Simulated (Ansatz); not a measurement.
Input:

End structure of a constructed model of the (100) surface of fcc Pt, a pseudomorphic layer of Hf in the host's stacking (bottom of the slab: a bare face, its two planes held):

```yaml
crystal:
  lattice:
    - [2.80721, 0.00000, 0.00000]
    - [0.00000, 2.80721, 0.00000]
    - [0.00000, 0.00000, 28.50000]
  atoms:
    - { symbol: Pt, position: [0.50000, 0.50000, 0.28117] }
    - { symbol: Pt, position: [0.00000, 0.00000, 0.35082] }
    - { symbol: Pt, position: [0.50000, 0.50000, 0.41993] }
    - { symbol: Pt, position: [0.00000, 0.00000, 0.48925] }
    - { symbol: Pt, position: [0.50000, 0.50000, 0.55890] }
    - { symbol: Pt, position: [0.00000, 0.00000, 0.63212] }
    - { symbol: Hf, position: [0.50000, 0.50000, 0.70365] }
```

Slab: 7 atoms, 12.5 Å thick at the start; k 13x13x1, smearing 0.1 eV, dipole-corrected; 2 atoms held, the rest relaxed; symmetry of the start imposed; no spin, no spin-orbit, no U. It is one candidate, not shown to be the stable structure of the face.

Q: Estimate the work function of the top face that PBE run with Ansatz (a first-principles code) returns for this input.

A: 4.43 eV
